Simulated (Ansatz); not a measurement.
## By hand: formation energy of the neutral 8 V_C in ZrC (rock salt, Fm-3m)

This concerns the formation energy of the neutral 8 V_C in ZrC (rock salt, Fm-3m). Reaction: 32 ZrC (rock salt) → cell A + 8 C (graphite).

A: a supercell of 64 sites of ZrC (rock salt, Fm-3m) with eight empty C sites amid 6 Zr; the closest two of these centres are 3.3 Å apart, the farthest 8.1 Å; spin state with PBE: run without spin.

Method: Ansatz (an electronic-structure program), PAW, neutral cells at 0 K with nuclei at rest, on structures from PBE+D3(BJ). Ansatz runs with its PAW set soft_1. Other levels take these structures. The lattices are those relaxed with PBE+D3(BJ), so at other levels the solids can be strained, which adds to the spread. Larger cells are relaxed from a start prepared with the learned potential CHGNet, on a coarser mesh till forces fall under 0.03 eV/Å, which some starts already meet. A dispersion term (D3(BJ), or D4 for r2SCAN) was computed beside these levels and is taken off wherever the name lacks it. Space groups of crystals are read within 0.01 Å. The cell is small for its defects, so this is an ordered compound on the host's lattice rather than an isolated defect. The value holds for the reservoirs listed; other chemical potentials shift it.

Total energies of the cells in eV, at zero smearing width. They compare only within one column; the weights balance every element.

```json
[
 {"cell": "A: ZrC:8 V_C", "atoms": "56", "weight": "+1", "PBE": "-139947.84707", "LDA": "-136356.02803"},
 {"cell": "C (graphite)", "atoms": "4", "weight": "+2", "PBE": "-1003.71747", "LDA": "-971.92984"},
 {"cell": "ZrC (rock salt)", "atoms": "64", "weight": "−1", "PBE": "-141968.67407", "LDA": "-138314.98128"}
]
```

PBE: (-139947.84707) + 2 × (-1003.71747) − (-141968.67407) = 13.392 eV.

LDA: (-136356.02803) + 2 × (-971.92984) − (-138314.98128) = 15.094 eV.

What follows from the PBE value: The value above is the C-rich limit, with C (graphite) as reservoir. The host forms with -0.87 eV/atom at this level, so before it gives way to its other element Δμ(C) can go down to -0.87 × 2 = -1.74 eV (other compounds may narrow the range). The defect releases 8 C, so the C-poor limit is 13.39 + 8 × (-1.74) = -0.53 eV.
